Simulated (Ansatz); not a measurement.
We consider PrCl3 (P6₃/m, No. 176; cell taken from a computed entry), described by PBEsol (Ansatz, a first-principles code, plane waves, PAW).

Numerical settings: plane-wave cutoff 500 eV, 6×6×10 k mesh (along the axes of the cell as run), Fermi–Dirac smearing 0.05 eV, spin-polarised start, scalar-relativistic PAW data made under PBE.

Computed at the level's own relaxed cell.

**Question.** Predict the volume per atom, equilibrium lattice constant a, lattice parameter c and band gap.

**Answer.** 
* **volume per atom**: 24.74 Å³/atom
* **equilibrium lattice constant a**: 7.385 Å
* **lattice parameter c**: 4.190 Å
* **band gap**: 0.11 eV (under three smearing widths, so not firm)

Note: the magnetic order was assumed, not searched for or taken from measurement; the relaxation could not lower the start's symmetry, so the cell can be a saddle point above a distorted one; the 4f shell is treated without U or exact exchange, so its levels and filling can be wrong.

Spin–orbit coupling is not included.

Computed values are for the static lattice.

Cost on a shared machine: very roughly 7 core-minutes.
